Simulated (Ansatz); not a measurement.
An Ansatz (a quantum-chemistry and plane-wave program) run: hypothetical rutile SnS2; Ansatz PBEsol, no spin-orbit coupling.

Input:

Ansatz 0.2 input:
```yaml
crystal:
  lattice:
    - [6.0700016404, 0, 0]
    - [0, 6.0700016404, 0]
    - [0, 0, 3.788451294]
  atoms:
    - { symbol: Sn, position: [0, 0, 0] }
    - { symbol: Sn, position: [0.5, 0.5, 0.5] }
    - { symbol: S, position: [0.3067011994, 0.3067011994, 0] }
    - { symbol: S, position: [0.8067011994, 0.1932988006, 0.5] }
    - { symbol: S, position: [0.1932988006, 0.8067011994, 0.5] }
    - { symbol: S, position: [0.6932988006, 0.6932988006, 0] }
basis: { ecutwfc: 420, ecutrho_ratio: 4, xc_grid: 2, fft_grid_basis: typed }
kpoints: { mp_grid: { grid: [8, 8, 12] } }
hamiltonian:
  xc: pbesol
  dispersion: none
  pseudopotentials: { kind: paw }
scf: { occupations: { method: fermi_dirac, width: 0.05 }, convergence: { dr2_threshold: 0.0000000006 } }
output: { forces: true, stress: true }
```

Output:

```
WARN ansatz: RAYON_NUM_THREADS=1 ignored (pool sized by the plan → 1); use --threads N
Pseudopotentials: kind: paw
Pseudopotential: Sn, paw, valence charge 14
Pseudopotential: S, paw, valence charge 6
Functional definition: PBEsol
Crystal: 6 atoms, lattice volume = 139.585 Å³
Basis set: ecut = 420 eV, 2729 PW (Γ), exchange–correlation on 90×90×54 points (8 copies of the dense FFT grid, shifted against one another)
Bands: 32, of which v1, the nominal top of the filled ones, is band 26 counted from 1 (25 counted from 0)
Symmetry: 16 space group operations
Space group: P42/mnm (ITA 136), of the structure as read, at distance tolerance 5.2e-5 Å
k-points: 105 of 768
PAW frozen core: Sn, regenerated for the run's functional, and the local potential with it
PAW frozen core: S, regenerated for the run's functional, and the local potential with it
Initial density: superposition of atomic densities (neutral atoms: chi_scale 0, normalization atom), corrected by the library's trained network
Initial wavefunctions: pseudopotential atomic-orbital guess
Eigensolver: davidson
Functional: x = pbesol(κ = 0.804, μ = 0.12345679012345678), c = pbesol(β = 0.046)
SCF iter   1: F=—  HF=-15440.595773 eV  |F-HF|=—  |Δ(HF+E_count)|=         —  Δρ=4.41e-3  dr2=3.94e-2  ethr=1.77e-3  ⟨swp⟩=6.9  Hψ=15797  notcnv=0  defer=3
all-band conjugate gradients solve this SCF's bands
preconditioner: auto → Kerker (q_TF=auto, 2.314 Å⁻¹)
SCF iter   2: F=—  HF=-15440.584689 eV  |F-HF|=—  |Δ(HF+E_count)|=   1.11e-2  Δρ=2.28e-3  dr2=1.00e-2  ethr=7.58e-5  ⟨swp⟩=1.9  Hψ=5137  notcnv=0  defer=12
SCF iter   3: F=—  HF=-15440.582076 eV  |F-HF|=—  |Δ(HF+E_count)|=   2.61e-3  Δρ=6.45e-4  dr2=5.24e-4  ethr=1.92e-5  ⟨swp⟩=2.0  Hψ=5995  notcnv=0  defer=13
SCF iter   4: F=—  HF=-15440.582006 eV  |F-HF|=—  |Δ(HF+E_count)|=   7.03e-5  Δρ=2.78e-4  dr2=1.56e-4  ethr=1.01e-6  ⟨swp⟩=2.3  Hψ=5139  notcnv=0  defer=13
SCF iter   5: F=—  HF=-15440.582070 eV  |F-HF|=—  |Δ(HF+E_count)|=   6.47e-5  Δρ=1.10e-4  dr2=2.73e-5  ethr=3.00e-7  ⟨swp⟩=3.0  Hψ=6031  notcnv=0  defer=13
SCF iter   6: F=—  HF=-15440.582072 eV  |F-HF|=—  |Δ(HF+E_count)|=   1.45e-6  Δρ=2.75e-5  dr2=2.72e-6  ethr=5.25e-8  ⟨swp⟩=2.1  Hψ=5815  notcnv=0  defer=13
SCF iter   7: F=—  HF=-15440.582073 eV  |F-HF|=—  |Δ(HF+E_count)|=   1.26e-6  Δρ=1.01e-5  dr2=2.10e-7  ethr=5.23e-9  ⟨swp⟩=2.7  Hψ=5561  notcnv=0  defer=13
SCF iter   8: F=—  HF=-15440.582073 eV  |F-HF|=—  |Δ(HF+E_count)|=   8.37e-8  Δρ=3.80e-6  dr2=2.63e-8  ethr=4.04e-10  ⟨swp⟩=2.1  Hψ=4390  notcnv=0  defer=15
SCF iter   9: F=-15440.582073 eV  HF=-15440.582073 eV  |F-HF|=2.38e-10  |Δ(HF+E_count)|=  6.11e-10  Δρ=5.08e-7  dr2=3.48e-10  ethr=1.15e-12  ⟨swp⟩=4.0  Hψ=15200  notcnv=0
SCF 1 converged in 9 iterations: F = -15440.582073 eV  dr2 = 3.48e-10
SCF converged after 9 iterations
Free energy (F): -15440.582073 eV
Harris-Foulkes:  -15440.582073 eV  (|F-HF|=2.38e-10)
Internal energy: -15440.577591 eV  (E = F + TS)
E sigma→0 (E₀):  -15440.579832 eV
Entropy (-TS):   -0.004482 eV (-0.747 meV/atom)
Fermi energy:    6.658408 eV
--- Per-component energies (eV) ---
  E_band       = -264.772367
  E_kinetic    = 800.960467
  E_local      = -2889.888107  (includes V_loc(G=0)·N_el)
  E_nonlocal   = 57.372213
  E_hartree    = 1525.951633
  E_xc         = -1138.629988
  E_vxc        = -538.573040  (∫ρ·V_xc dr)
  E_paw        = -10478.064644  (= ΣΔE_a)
  E_vpaw       = -746.547440  (= ΣTr[D̂ρ^β])
  E_aug_tail   = 0.000006  (compensation charges beyond the density's cutoff)
  E_ewald      = -3319.096648
  E_core_change = 0.817477  (= ΣΔE_core)
  E_smearing   = -0.004482  (= −TS)
  E_closure    = -0.000000  (closes the sum)
  Σ components = -15440.582073   (vs F -15440.582073, Δ=0.00e0)
  [band-id]    e_kinetic+e_local+e_nonlocal+2·e_hartree+e_vxc+e_vpaw+e_augmentation_tail = -264.772634   (vs E_band -264.772367, Δ=-2.67e-4)
--- Forces (eV/Å), atoms counted from 1 ---
  atom   1  Sn     0.00000000    -0.00000000     0.00000000
  atom   2  Sn     0.00000000     0.00000000     0.00000000
  atom   3  S     -0.00046070    -0.00046070     0.00000000
  atom   4  S     -0.00046070     0.00046070     0.00000000
  atom   5  S      0.00046070    -0.00046070     0.00000000
  atom   6  S      0.00046070     0.00046070     0.00000000
  max |Σ_I F_I| component: 4.16e-17 eV/Å
--- Stress (GPa, compression-positive) ---
       -0.006071       0.000000       0.000000
        0.000000      -0.006071       0.000000
        0.000000       0.000000       0.005061
  P = ⅓ Tr σ = -0.0024 GPa (-0.024 kbar)
  The stress holds the Pulay correction. Without it, at fixed plane waves, as pw.x and ABINIT print it: P = -0.0469 GPa
  The stress includes an estimate of the error left by incomplete SCF convergence (largest component 0.0001 GPa).
--- Band table ---
  band table: none
```

Whether these cells are dynamically stable was not tested. The final runs are not spin-polarised. The cell is SnS2 in the rutile structure (space group P4_2/mnm, No. 136; a hypothetical phase, not in the database extracts checked).
